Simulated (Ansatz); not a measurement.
Amorphous Al28O44Hf, 73 atoms at 3.39 g/cm³, one PBE-relaxed geometry, zone centre. Methods: PBE, scalar-relativistic without spin-orbit coupling (Ansatz, a quantum-chemistry and plane-wave program); r2SCAN, scalar-relativistic without spin-orbit coupling (Ansatz); HSE06, scalar-relativistic without spin-orbit coupling (Ansatz). Plane waves to 420 eV (r2SCAN 500 eV); exact exchange is cut at the cell's faces. At PBE the levels at the filled edge of the gap are localised (band-tail or defect states), and the nearest spread-out levels lie 4.1 eV apart at the zone centre. All rungs ran without spin polarisation.

The cell was made by melting and quenching with the CHGNet potential and then relaxed with DFT. O atoms were pushed apart under 1.9 Å during the dynamics, to hinder bonds among them. The hot cell started wider than the set density and was brought back towards it in steps. It is the lowest in DFT energy of 2 quenches. It is a model cell: composition and starting density were chosen by hand, and all elements were melted together. No dispersion term was used. Its density started from a set value of 3.39 and ended at 3.39 g/cm³. The simulated quench (nominally 280 K/ps over its main leg) is rapid and tends to freeze in more defects than a deposited or slowly cooled glass has. One small periodic cell is one sample of the glass; other quenches scatter about these values. The volume was held where the preparation left it and the shape relaxed, at a PBE pressure of -0.1 GPa (tension).

The relaxation ran on the zone centre alone. At PBE the level gap is 3.62 eV on a 2×2×2 Γ-centred mesh, and the spacing at the zone centre alone 3.61 eV.

Task: What zone-centre spacing does r2SCAN give, roughly?

Result: 4.24 eV (+0.63 eV against PBE).

Task: What zone-centre spacing does HSE06 give, roughly?

Result: 5.30 eV (+1.69 eV against PBE).

The highest filled and the lowest empty state spread over these numbers of atoms (participation numbers): PBE: 7.7 and 48.6; r2SCAN: 7.8 and 45.5; HSE06: 8.0 and 46.3.
